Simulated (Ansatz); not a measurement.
# A computed series for C: pressure series

The parent structure is C in the diamond structure (space group Fd-3m, No. 227; a = 3.560 Å).

Cell and atoms are relaxed at each pressure.

Method: r2SCAN in Ansatz (plane waves to 500 eV, PAW, without spin-orbit coupling), earlier PAW set.

```tsv
case	band gap	smallest direct gap	shortest interatomic distance
base	4.36 eV	5.89 eV	1.542 Å
pressure −2 GPa	4.35 eV	5.88 eV	1.544 Å
pressure −1 GPa	4.36 eV	5.89 eV	1.543 Å
pressure 0.3 GPa	4.36 eV	5.90 eV	1.541 Å
pressure 0.7 GPa	4.37 eV	5.90 eV	1.541 Å
pressure 1.5 GPa	4.37 eV	5.90 eV	1.540 Å
pressure 3 GPa	4.38 eV	5.91 eV	1.538 Å
pressure 5 GPa	4.39 eV	5.92 eV	1.536 Å
pressure 7.5 GPa	4.40 eV	5.94 eV	1.533 Å
pressure 10 GPa	4.41 eV	5.95 eV	1.531 Å
```

Load acts through the strain it causes; cell and atoms are relaxed under it. No phonon test of stability was made. Competing high-pressure phases were not computed.

Ansatz is a first-principles code.
